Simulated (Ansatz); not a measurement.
Input:

End structure of the (100) surface of fcc Al, one row in 2 of the top plane missing (bottom of the slab: a bare face, its two planes held):

```
CELL_PARAMETERS angstrom
      2.85810     0.00000     0.00000
      0.00000     5.71619     0.00000
      0.00000     0.00000    26.50000
ATOMIC_POSITIONS crystal
  Al 0.50000 0.25000 0.30934
  Al 0.50000 0.75000 0.30934
  Al 0.00000 0.50000 0.38560
  Al 0.00000 0.00000 0.38560
  Al 0.50000 0.75058 0.46259
  Al 0.50000 0.24942 0.46259
  Al 0.00000 0.00000 0.54045
  Al 0.00000 0.50000 0.53893
  Al 0.50000 0.25744 0.61686
  Al 0.50000 0.74256 0.61686
  Al 0.00000 0.00000 0.68841
```

Model: 11-atom slab, 10.1 Å thick at the start (thin: gaps and levels are the slab's own), 13x7x1 mesh, Fermi-Dirac 0.1 eV, dipole correction, 4 atoms held, the rest relaxed; symmetry of the start imposed; no spin, no spin-orbit, no U. It is one candidate, not shown to be the stable structure of the face.

**Question.** Give the work function of the top face at the level Ansatz (an electronic-structure program) with PBE.

**Answer.** 4.26 eV
